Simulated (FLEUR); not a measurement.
Input and output of a self-consistent single point for Cd (P6_3/mmc, 2 atoms in the cell) (FLEUR).

Method of the run: PBE, all-electron FLAPW (FLEUR), scalar-relativistic valence.

The change in words: lattice scaled by 0.98. Reference geometry:
```
Cd
1.0
    1.50192    -2.60140     0.00000
    1.50192     2.60140     0.00000
    0.00000     0.00000     5.66496
Cd
2
Direct
  0.33333   0.66667   0.25000
  0.66667   0.33333   0.75000
```

Reference input (self-consistent single point, DFT, PBE, all-electron FLAPW (FLEUR), scalar-relativistic valence): Kmax = 3.8 1/bohr; GmaxXC = 15.2 1/bohr; xcFunctional = pbe; jspins = 1; l_soc = F; mode = gauss; fermiSmearingEnergy = 0.00367493 Htr; mesh (inpgen div1-3) = 13 13 6; inpgen gamma flag = true; Gmax = 15.2 1/bohr; numbands = 0; maxIterBroyd = 40. This run's input differs from it in these lines:

```diff
@@ -3,5 +3,5 @@
 &input film=f /
-2.8382175981 -4.9159370828 0.0000000000
-2.8382175981 4.9159370828 0.0000000000
-0.0000000000 0.0000000000 10.7052229070
+2.7814536459 -4.8176190336 0.0000000000
+2.7814536459 4.8176190336 0.0000000000
+0.0000000000 0.0000000000 10.4911188268
 1.0
@@ -43,5 +43,5 @@
          <bravaisMatrix>
-            <row-1>    2.8382175981000000    -4.9159370828000002     0.0000000000000000</row-1>
-            <row-2>    2.8382175981000000     4.9159370828000002     0.0000000000000000</row-2>
-            <row-3>    0.0000000000000000     0.0000000000000000    10.7052229069999996</row-3>
+            <row-1>    2.7814536459000001    -4.8176190335999998     0.0000000000000000</row-1>
+            <row-2>    2.7814536459000001     4.8176190335999998     0.0000000000000000</row-2>
+            <row-3>    0.0000000000000000     0.0000000000000000    10.4911188267999993</row-3>
          </bravaisMatrix>
```

Log, with long lists cut:

```
 Iteration:     1   Distance:       6.11894541 me/bohr^3
 Iteration:     2   Distance:       5.53353637 me/bohr^3
 Iteration:     3   Distance:       2.99138121 me/bohr^3
 Iteration:     4   Distance:       0.59323004 me/bohr^3
 Iteration:     5   Distance:       0.67518847 me/bohr^3
   [... 5 lines left out ...]
 Iteration:    11   Distance:       0.00076963 me/bohr^3
 Iteration:    12   Distance:       0.00021322 me/bohr^3
 Iteration:    13   Distance:       0.00001124 me/bohr^3
 Iteration:    14   Distance:       0.00000329 me/bohr^3
 Run finished successfully
 Stop message:
   Structural relaxation: Done

[file out, last iteration]
             iter=     15
[...]
          total density-effective poten   -1.8447724270E+04
          total charge density-energy d   -3.0954055538E+02
 Updated energy parameters for spin:           1
[...]
 fermi energy and band-weighting factors:

[...]
FERMIE:
          first approx. to ef    (T=0)  :   0.297586 htr   (energy of the highest occ. eigenvalue)
          number of occ. states  (T=0)  :       1516
          first approx. to seigv (T=0)  : -24.887081 htr
          sum of weights of occ. states :  18.002959
          sum of semicore charge        :   0.000000 e
          fermi energy=   0.29742 har   work function=  -8.09307 ev
          number of valence electrons=  36.00000
     band-weighting factor for spin=    1
   [... lines left out ...]
          total moment                 =     0.00000
 Direct bandgap for spin            1 :    3.5691137727332123E-002  Htr
   [... lines left out ...]
 ---->    (input%tkb*entropy) TS=              0.0000000000 htr
 ---->    free energy=                    -11192.0449414467 htr
      extrapolation for T->0
 ---->    total electron energy=          -11192.0449414467 htr
 ***** TOTAL FORCES ON ATOMS *****
 TOTAL FORCE FOR ATOM TYPE=  1  X=  0.000   Y= -3.212   Z=  2.623
                       FX_TOT= 0.000000 FY_TOT= 0.000000 FZ_TOT= 0.000000
 Structural relaxation: Done
```

The run converged in 14 iterations. FLEUR gives forces in its relaxation mode, with a further iteration, so its stop message speaks of a relaxation. Against the reference run the total energy goes up by 25.4 meV/atom.

The starting cell has typed, rounded lattice constants, without a prior relaxation at this level. Its lattice was rescaled by a random factor within 2.5 % of one. For this run, on top of that: lattice scaled by 0.98. Values depend on the basis (sphere radii, cutoffs, local orbitals), which need not be converged. The log's line on a gap gives a spacing of levels on this mesh, which the program prints for metals too.

Cost on one core of a shared machine: roughly 40 s.
